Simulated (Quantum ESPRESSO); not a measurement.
Quantum ESPRESSO run on HfCo2 (Fd-3m, 6 atoms in the cell): self-consistent single point.

Method: PBEsol, PSlibrary ultrasoft (PBE) pseudopotentials (plane waves; Quantum ESPRESSO 7.5).

```xyz
6
Lattice="0.0000 3.4490 3.4490 3.4490 0.0000 3.4490 3.4490 3.4490 0.0000" Properties=species:S:1:pos:R:3 pbc="T T T"
Hf     0.0000     0.0000     0.0000
Hf     1.7245     1.7245     1.7245
Co     4.3112     4.3112     4.3112
Co     4.3112     2.5867     2.5867
Co     2.5867     2.5867     4.3112
Co     2.5867     4.3112     2.5867
```
Moments meant for the start (each program seeds them in its own way; μB, in the order of the atoms Hf Hf Co Co Co Co): 0.0 0.0 3.0 3.0 3.0 3.0.

Reference input (self-consistent single point, DFT, PBEsol, plane waves, PSlibrary ultrasoft (PBE) pseudopotentials): ecutwfc = 55 Ry; ecutrho = 330 Ry; occupations = smearing; smearing = marzari-vanderbilt; degauss = 0.0073499 Ry; nspin = 2; input_dft = pbesol; potentials = {Hf: Hf.pbe-spn-rrkjus_psl.1.0.0.UPF, Co: Co.pbe-n-rrkjus_psl.1.0.0.UPF}; K_POINTS = automatic 8 8 8 0 0 0; conv_thr = 1e-09 Ry; mixing_beta = 0.3. This run's input differs from it in these lines:

```diff
@@ -16,4 +16,4 @@
    occupations = 'smearing'
-   smearing = 'marzari-vanderbilt'
-   degauss = 0.0073499
+   smearing = 'methfessel-paxton'
+   degauss = 0.02205
    nspin = 2
```

Log, with long lists cut:

```
     Self-consistent Calculation

     iteration #  1     ecut=    55.00 Ry     beta= 0.30

---- Real-time Memory Report at c_bands before calling an iterative solver
           243 MiB given to the printing process from OS
           188 MiB allocation reported by mallinfo(arena+hblkhd)
------------------

     total energy              =    -552.19418810 Ry
     estimated scf accuracy    <       0.94643828 Ry

     total magnetization       =     4.59 Bohr mag/cell
     absolute magnetization    =     5.29 Bohr mag/cell

     iteration #  2     ecut=    55.00 Ry     beta= 0.30

   [... lines left out ...]

---- Real-time Memory Report at c_bands before calling an iterative solver
           397 MiB given to the printing process from OS
           221 MiB allocation reported by mallinfo(arena+hblkhd)
------------------

     Magnetic moment per site  (integrated on atomic sphere of radius R)
     atom   1 (R=0.242)  charge=  9.6356  magn= -0.1351
     atom   2 (R=0.242)  charge=  9.6356  magn= -0.1351
     atom   3 (R=0.206)  charge=  7.5426  magn=  0.7920
     atom   4 (R=0.206)  charge=  7.5426  magn=  0.7920
     atom   5 (R=0.206)  charge=  7.5426  magn=  0.7920
     atom   6 (R=0.206)  charge=  7.5426  magn=  0.7920
     End of self-consistent calculation

     the Fermi energy is    15.2358 ev

!    total energy              =    -552.53350700 Ry
     estimated scf accuracy    <          8.2E-10 Ry
     smearing contrib. (-TS)   =       0.00045348 Ry
     internal energy E=F+TS    =    -552.53396047 Ry

     total magnetization       =     2.64 Bohr mag/cell
     absolute magnetization    =     3.72 Bohr mag/cell

     convergence has been achieved in  19 iterations

     Forces acting on atoms (cartesian axes, Ry/au):

     atom    1 type  1   force =     0.00000000    0.00000000    0.00000000
   [... zero for the other atoms too ...]

     Total force =     0.000000     Total SCF correction =     0.000000

          total   stress  (Ry/bohr**3)                   (kbar)     P=     -106.50
  -0.00072396  -0.00000000   0.00000000         -106.50       -0.00        0.00
   0.00000000  -0.00072396  -0.00000000            0.00     -106.50       -0.00
   0.00000000  -0.00000000  -0.00072396            0.00       -0.00     -106.50

   JOB DONE.
```

The run converged in 19 iterations. Against the reference run the free energy is nearly the same (within 1 meV/atom), the pressure goes from -10.40 to -10.65 GPa and the size of the net moment moves little (0.47 to 0.44 μB/atom). The full log also holds: “c_bands:  2 eigenvalues not converged”. The full log also holds: “c_bands:  1 eigenvalues not converged”.

The starting cell comes from a database of published, mostly measured structures (it also holds non-ambient and calculated ones), without a prior relaxation at this level. Spin-orbit coupling is off. The magnetic order is the one reached from the typed start; others were not searched systematically. With a pressure of about -11 GPa the cell is away from its equilibrium volume at this level.

Cost on one core of a shared machine: roughly 8 min.
